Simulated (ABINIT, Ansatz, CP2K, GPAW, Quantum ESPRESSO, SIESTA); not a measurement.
## Code comparison for CuS (Fm-3m, 2 atoms in the cell)

Self-consistent single point.

```xyz
2
Lattice="0.0000 2.4399 2.4399 2.4399 0.0000 2.4399 2.4399 2.4399 0.0000" Properties=species:S:1:pos:R:3 pbc="T T T"
Cu     0.0000     0.0000     0.0000
S      2.4399     2.4399     2.4399
```

Shared settings, as Ansatz (a program for electronic structure) writes them: kpoints.mp_grid.grid = 8 8 8; scf.occupations.method = fermi_dirac; scf.occupations.width = 0.0073 Ry. Potentials and cutoffs stand in the table.

```
code                                                                                                                                 model  pressure (GPa)       cutoff
----------------  ------------------------------------------------------------------------------------------------------------------------  --------------  -----------
GPAW                                                                         LDA (Perdew-Wang 92), GPAW PAW datasets LDA (gpaw-data 1.0.1)           -8.38       800 eV
Ansatz                                                                                                 LDA (PW92), PAW files made with PBE           -8.72      default
SIESTA            LDA PW92, numerical atomic orbitals DZP, PseudoDojo LDA standard norm-conserving potentials (rewritten from UPF to PSML)           -9.87  grid 300 Ry
ABINIT                                                                                                  LDA (PW92), PAW (JTH v2.0 LDA PAW)           -8.81        60 Ry
Quantum ESPRESSO                                                            LDA (PZ), PSlibrary ultrasoft (LDA, semicore) pseudopotentials           -9.45        80 Ry
CP2K                                                  LDA (Pade form), GPW, DZVP-MOLOPT-SR-GTH basis, GTH-PADE potentials (GTH_POTENTIALS)           -7.54  grid 600 Ry
```

On Ansatz's run: spin polarisation is off; with an odd number of electrons in the cell that forces a metal, and a magnetic state may lie lower.

The spread over the programs that give each value: pressure within 2.33 GPa.

SIESTA and CP2K use small atom-centred bases, whose incompleteness enters pressures, forces and empty levels differently from a plane-wave cutoff. Ansatz's pressure is given at a fixed set of plane waves, as the other plane-wave codes print theirs; with its correction for the finite basis it is -8.65 GPa. The same LDA comes in different parametrisations, which differ slightly. In the pressure, SIESTA (by 1.10) and CP2K (by 1.23) lie more than 1 GPa from the median of the plane-wave programs.

The starting cell comes from a database of computed structures (which also holds hypothetical and non-ambient phases and stackings), without a prior relaxation at this level.

Left out of this page: Elk and FLEUR (not drawn, or without a comparable value).

Keys are those of Ansatz 0.2.
